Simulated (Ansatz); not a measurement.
**SnTe under a change: biaxial strain +2.50 %, plane normal [111], relaxed out of plane**

Take SnTe in the rock salt structure (space group Fm-3m, No. 225; a = 6.235 Å) as the base. Axes: x, y, z lie along the cube axes.

One thing is altered: biaxial strain +2.50 %, plane normal [111], relaxed out of plane (Cartesian); in-plane vectors clamped, the third vector and the atoms free.

Calculations: Ansatz (a quantum-chemistry and plane-wave program), LDA, PAW, cutoff 420 eV, spin-orbit coupling left out. Settings: 9×9×9 k-points, 0.05 eV Fermi–Dirac smearing.

The space group goes from Fm-3m (No. 225) to R-3m (No. 166) and the shortest interatomic distance goes up by 0.026 Å (3.117 Å → 3.143 Å). The energy rises by 8.3 meV/atom and the pressure (mean of the normal stresses, compression positive) goes from zero to -1.1 GPa. The band gap goes from 0.16 eV to zero (uncertain: the edges found look like a band crossing or inverted bands; the base alone) and the out-of-plane strain is -2.62 % (rough).

Final structure (turned so that z lies along the plane normal):

```yaml
crystal:
  lattice:
    - [4.51890, 0.00000, 0.00000]
    - [2.25945, 3.91349, 0.00000]
    - [2.25945, -1.30450, 3.50521]
  atoms:
    - { symbol: Sn, position: [0.00000, 0.00000, 0.00000] }
    - { symbol: Te, position: [0.00000, 0.50000, 0.50000] }
```

A case with no gap was solved on a k-mesh chosen for an insulator, which is coarse for it. Without a gap, meshes like the base's 9×9×9 leave anisotropic stresses uncertain by several tenths of a GPa, and small strain energies with them. Spin-orbit coupling, missing from the scalar runs, can matter with Te. No phonon test of stability was made. All final runs are without spin polarisation. The zero or small gap of SnTe can change with the level of theory.
